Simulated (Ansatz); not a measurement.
The starting structures come from a database of crystals and need not be the phases stable at ambient conditions.

 Where the default PAW files enter, the runs use the earlier of Ansatz's two default sets.

Data:

```
CELL_PARAMETERS angstrom
      3.99359     0.00000     0.00000
      0.00000     6.58611     0.00000
      1.99680     0.00000     3.56231
ATOMIC_POSITIONS crystal
  Ga 0.33333 0.00002 0.33333
  Ga 0.66667 0.50002 0.66667
  As 0.33333 0.62598 0.33333
  As 0.66667 0.12598 0.66667
```

Space group of this cell: Cmc2_1. The cell is strained (lengths along the current scaled by 1.03, ions clamped); by r2SCAN its mean pressure is -1.9 GPa.

Transport runs along the normal of the first two printed cell vectors.

The gap is the functional's own. No spin-orbit coupling. Mid-gap values are interpolated on the energy grid.

Question: Give the band gap and the smallest decay constant κ at mid-gap that r2SCAN (Ansatz, a program for electronic structure) yields.

Answer: Gap 0.69 eV on a 10×6×10 mesh; κ = 0.049 1/Å, at the zone centre.
